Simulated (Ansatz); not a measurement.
The starting structures come from a database of crystals and need not be the phases stable at ambient conditions.

## Evanescent states of AlN (Fm-3m, rock salt, 2 atoms a cell, 8.4 Å³ an atom, -6 GPa at this level) along the normal of (001)

These are r2SCAN (plane waves, PAW; Ansatz, a first-principles code) values and carry that method's errors.

The gap is the functional's own, uncorrected, and κ follows it; spin-orbit coupling is left out. Mid-gap means the computed energy nearest the middle.

Energies count from the valence-band top; κ is the least over a 10×10 mesh across the current.

```json
[
 {"E (eV)": "0.12", "κ (1/Å)": "0.102", "where": "Γ"},
 {"E (eV)": "0.38", "κ (1/Å)": "0.173", "where": "Γ"},
 {"E (eV)": "0.62", "κ (1/Å)": "0.218", "where": "Γ"},
 {"E (eV)": "0.88", "κ (1/Å)": "0.251", "where": "Γ"},
 {"E (eV)": "1.12", "κ (1/Å)": "0.278", "where": "Γ"},
 {"E (eV)": "1.38", "κ (1/Å)": "…", "where": "Γ"},
 {"E (eV)": "1.62", "κ (1/Å)": "…", "where": "Γ"},
 {"E (eV)": "1.88", "κ (1/Å)": "…", "where": "Γ"},
 {"E (eV)": "2.12", "κ (1/Å)": "…", "where": "Γ"},
 {"E (eV)": "2.38", "κ (1/Å)": "…", "where": "Γ"},
 {"E (eV)": "2.62", "κ (1/Å)": "…", "where": "Γ"},
 {"E (eV)": "2.88", "κ (1/Å)": "…", "where": "Γ"},
 {"E (eV)": "3.12", "κ (1/Å)": "…", "where": "Γ"},
 {"E (eV)": "3.38", "κ (1/Å)": "…", "where": "Γ"},
 {"E (eV)": "3.62", "κ (1/Å)": "…", "where": "off Γ"},
 {"E (eV)": "3.88", "κ (1/Å)": "…", "where": "off Γ"},
 {"E (eV)": "4.12", "κ (1/Å)": "0.302", "where": "off Γ"},
 {"E (eV)": "4.38", "κ (1/Å)": "0.271", "where": "off Γ"},
 {"E (eV)": "4.62", "κ (1/Å)": "0.234", "where": "off Γ"},
 {"E (eV)": "4.88", "κ (1/Å)": "0.187", "where": "off Γ"},
 {"E (eV)": "5.12", "κ (1/Å)": "0.119", "where": "off Γ"}
]
```

Question: Fill in the missing entries.

Answer: 
- 1.38, κ (1/Å): 0.299
- 1.62, κ (1/Å): 0.316
- 1.88, κ (1/Å): 0.330
- 2.12, κ (1/Å): 0.341
- 2.38, κ (1/Å): 0.349
- 2.62, κ (1/Å): 0.355
- 2.88, κ (1/Å): 0.358
- 3.12, κ (1/Å): 0.359
- 3.38, κ (1/Å): 0.357
- 3.62, κ (1/Å): 0.351
- 3.88, κ (1/Å): 0.328
